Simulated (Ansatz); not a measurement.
Subject: the reaction energy. Reaction: 4 SrFeO3 (cubic perovskite) + 1/2 H2 (gas) → Sr4Fe4HO12 (Cm). A negative value means that the right-hand side lies lower.

Sr4Fe4HO12 (Cm), 21 atoms in the cell; this is a cell whose start was taken from, or built on, an entry of a structure database, and that this text hasn't matched to a measured one; metallic (partly filled levels) with r2SCAN; spin state with r2SCAN: parallel moments, net moment 16.4 μB a cell, k-point mesh 6×6×6 on the run's own vectors.
```
CELL_PARAMETERS angstrom
     -5.49754     3.88013     0.05344
      5.49754     3.88013    -0.05344
      0.05344    -3.88013    -5.45150
ATOMIC_POSITIONS crystal
  Sr 0.47582 0.98627 0.99357
  Fe 0.50023 0.49899 0.99921
  O  0.75559 0.48704 0.24263
  O  0.48924 0.25173 0.74098
  O  0.24385 0.24153 0.99808
  Sr 0.00729 0.51774 0.99357
  Fe 0.00242 0.98775 0.99017
  O  0.24404 0.99192 0.23596
  O  0.98745 0.74706 0.73450
  O  0.75654 0.75422 0.99808
  Sr 0.49730 0.50139 0.49844
  Fe 0.50210 0.00491 0.50701
  O  0.75860 0.02316 0.78176
  O  0.50923 0.75182 0.26105
  O  0.24424 0.74971 0.50283
  Sr 0.99706 0.00114 0.49844
  Fe 0.99738 0.51015 0.50752
  O  0.24236 0.50901 0.75137
  O  0.00844 0.25626 0.26470
  O  0.75312 0.25860 0.50283
  H  0.88522 0.22927 0.11449
```

SrFeO3 (cubic perovskite, Pm-3m), 5 atoms in the cell; spin state with r2SCAN: net moment 3.9 μB a cell, k-point mesh 10×10×10 on the run's own vectors.
```
FeSrO3
1.0
    3.82722     0.00000     0.00000
    0.00000     3.82722     0.00000
    0.00000     0.00000     3.82722
Sr Fe O
1 1 3
Direct
  0.00000   0.00000   0.00000
  0.50000   0.50000   0.50000
  0.00000   0.50000   0.50000
  0.50000   0.00000   0.50000
  0.50000   0.50000   0.00000
```

An isolated H2 molecule (singlet) in a box of 11 × 11 × 13 Å.

Computed with Ansatz (plane waves, PAW), its default PAW set, cutoff 420 eV, 500 eV for r2SCAN. The structures are at rest with r2SCAN; other levels are single points on them. Neutral cells; Fermi-Dirac smearing of at most 0.05 eV in the solids, energies taken to zero width. The lattices are those relaxed with r2SCAN, so at other levels the solids can be strained, which adds to the spread. Larger cells are relaxed on a coarser mesh till forces fall under 0.03 eV/Å, which some starts already meet. A dispersion term (D3(BJ), or D4 for r2SCAN) was computed beside these levels and is taken off wherever the name lacks it. The PAW files were made for PBE and serve at the other functionals too. Space groups of crystals are read within 0.01 Å. Nuclei at rest; no vibrational terms. Cells are local rest points, mostly with their start's symmetry. The d electrons get no Hubbard U. No search over spin orders was made beyond those shown. The state moves with the level: Sr4Fe4HO12 (Cm) has a net moment of 13.5 μB with LDA and 16.4 μB with r2SCAN; SrFeO3 (cubic perovskite) has a net moment of 3.4 μB with LDA and 3.9 μB with r2SCAN. The state moves with the level: Sr4Fe4HO12 (Cm) has a net moment of 14.0 μB with PBEsol and 16.4 μB with r2SCAN; SrFeO3 (cubic perovskite) has a net moment of 3.5 μB with PBEsol and 3.9 μB with r2SCAN. Where moments are parallel, another order may lie lower.

Levels: LDA, PBEsol, r2SCAN, r2SCAN+D4.

At which levels does the right-hand side lie lower?

uphill: LDA (0.08), PBEsol (0.09); downhill: r2SCAN (-0.24), r2SCAN+D4 (-0.23) (values in eV; within 0.05 eV of zero counts as too close to call). The levels shown span 0.33 eV, from r2SCAN (-0.24) to PBEsol (0.09). They disagree on the sign.

Ansatz is an electronic-structure program.
